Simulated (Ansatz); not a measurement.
Band structure of BaGePt (P2_13, 12 atoms in the cell).

```
CELL_PARAMETERS angstrom
      6.74700     0.00000     0.00000
      0.00000     6.74700     0.00000
      0.00000     0.00000     6.74700
ATOMIC_POSITIONS crystal
  Ge 0.84400 0.84400 0.84400
  Ge 0.65600 0.15600 0.34400
  Ge 0.34400 0.65600 0.15600
  Ge 0.15600 0.34400 0.65600
  Ba 0.13800 0.13800 0.13800
  Ba 0.36200 0.86200 0.63800
  Ba 0.63800 0.36200 0.86200
  Ba 0.86200 0.63800 0.36200
  Pt 0.41000 0.41000 0.41000
  Pt 0.09000 0.59000 0.91000
  Pt 0.91000 0.09000 0.59000
  Pt 0.59000 0.91000 0.09000
```

Method of the run: PBEsol, default PAW files made with PBE (plane waves; Ansatz, a program for electronic structure).

Settings: kpoints.mp_grid.grid = 3 3 3; hamiltonian.xc = pbesol; hamiltonian.pseudopotentials = {kind: paw} (the program's default PAW files); scf.occupations.method = cold; scf.occupations.width = 0.2 eV; kpoints.band_path.npoints = 6.

The starting cell comes from a database of published, mostly measured structures (it also holds non-ambient and calculated ones), without a prior relaxation at this level. Spin-orbit coupling is off. Spin polarisation is off.

Levels in eV from the Fermi level, bands 81 to 88:
| point | 81 | 82 | 83 | 84 | 85 | 86 | 87 | 88 |
|---|---|---|---|---|---|---|---|---|
| Γ | -1.07 | -1.07 | -1.07 | -0.35 | -0.35 | 0.90 | 0.90 | 0.90 |
| X | -1.11 | -1.11 | -0.78 | -0.78 | 0.47 | 0.47 | 1.03 | 1.03 |
| M | -1.11 | -1.11 | -0.97 | -0.97 | 0.75 | 0.75 | 1.71 | 1.71 |
| R | 0.35 | 0.35 | 0.35 | 0.35 | 0.35 | 0.35 | 0.35 | 0.35 |

Bands cross the Fermi level along this path, so the cell is metallic at this level.

Keys are those of Ansatz 0.2.
